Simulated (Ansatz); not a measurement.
For GaAlAs2 (model structure, P-4m2, No. 115, 4 atoms in the cell), LDA (plane waves, PAW; Ansatz, a program for electronic structure) gives:

| Item | Result |
|---|---|
| equilibrium lattice constant a | 3.974 Å |
| c axis length | 5.611 Å |
| bulk modulus | 75.1 GPa |
| cohesive energy | 4.25 eV/atom |
| band gap | 1.03 eV |

Problem. What does PBEsol (Ansatz, PAW) give for the same quantities?

Solution. 
- lattice constant a: 4.010 Å (grows by 0.9 %)
- lattice parameter c: 5.662 Å (grows by 0.9 %)
- bulk modulus: 70.9 GPa (shrinks by 5.6 %)
- cohesive energy: 3.80 eV/atom (shrinks by 0.45 eV/atom)
- band gap: 1.01 eV (is nearly the same)

Changes are worked out from the printed values.

Unless a cell is named, each level is at its own relaxed cell (LDA 22.15, PBEsol 22.76 Å³/atom).

Spin–orbit coupling is included only where a level's name says +SOC; with heavier elements it mostly lowers gaps and can invert bands. Density-functional gaps are differences of (generalised) Kohn–Sham levels.

Caveats: the bulk modulus is −V dP/dV from two relaxed cells at ±2 % in volume (LDA, PBEsol). Ansatz's density-functional and Hartree–Fock values are scalar-relativistic unless marked +SOC, with PAW data made under PBE.

A model structure was made by putting elements into a prototype or built by hand; it is no filed structure, need not be a known phase, and can be a saddle point held by its symmetry.
